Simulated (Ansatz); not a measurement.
## Effect of biaxial strain +4.36 %, plane normal [001], relaxed out of plane on InSe

Base system: InSe in the beta-GaS type structure (space group P6_3/mmc, No. 194; a = 4.032 Å, c = 16.764 Å; layered, stacked along the Cartesian z axis). Axes: x lies along a and z along c of the hexagonal cell.

Perturbation: biaxial strain +4.36 %, plane normal [001], relaxed out of plane (Cartesian); in-plane vectors clamped, the third vector and the atoms free.

The values are results of Ansatz (a first-principles code) PBE-D3(BJ), no spin-orbit coupling, not measurements. Γ-centred 9×9×2 mesh, Fermi–Dirac width 0.05 eV.

The volume per atom increases by 1.59 Å³ to 31.09 Å³ and the shortest interatomic distance grows by 0.0416 Å to 2.701 Å. The pressure (mean of the normal stresses, compression positive) goes from zero to -1.77 GPa and the band gap decreases by 0.31 eV (0.37 eV → 0.06 eV) (uncertain: the edges found look like a band crossing or inverted bands; the changed cell). The out-of-plane strain comes out as -3.23 % and the ratio −ε⊥/ε∥ comes out as 0.74. The mean in-plane stress (compression positive) is -2.7 GPa.

Cost of the whole job for the changed cell (relaxation, final SCF and bands): around 4 core-minutes (rough).

Stability against distortions was not tested. The zero or small gap of InSe under biaxial strain +4.36 %, plane normal [001], relaxed out of plane can change with the level of theory.
